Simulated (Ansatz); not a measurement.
Consider TiS2 in the CdI2 type structure (space group P-3m1, No. 164; a = 3.359 Å, c = 5.520 Å; layered, stacked along the Cartesian z axis; relaxed with 0.1 eV smearing). Axes: x lies along a and z along c of the hexagonal cell.

Computed with Ansatz (an electronic-structure program), PBE-D3(BJ), PAW, cutoff 420 eV, no spin-orbit coupling.

Base values:

```
Item                            Result
-----------------------------  -------
Shortest interatomic distance  2.409 Å
Pressure                       0.0 GPa
```

It is then changed as follows: tensile biaxial strain of 3.36 % in the plane normal to [001], as in epitaxy on a mismatched substrate; the out-of-plane cell vector and the atoms relax.

Problem. Predict the new out-of-plane strain, shortest interatomic distance and pressure.

Solution. The out-of-plane strain comes out as -1.43 %; the shortest interatomic distance grows by 0.026 Å (2.409 Å → 2.435 Å); the pressure (mean of the normal stresses, compression positive) goes from zero to -3.4 GPa.

Stability against distortions was not tested. All final runs are without spin polarisation.
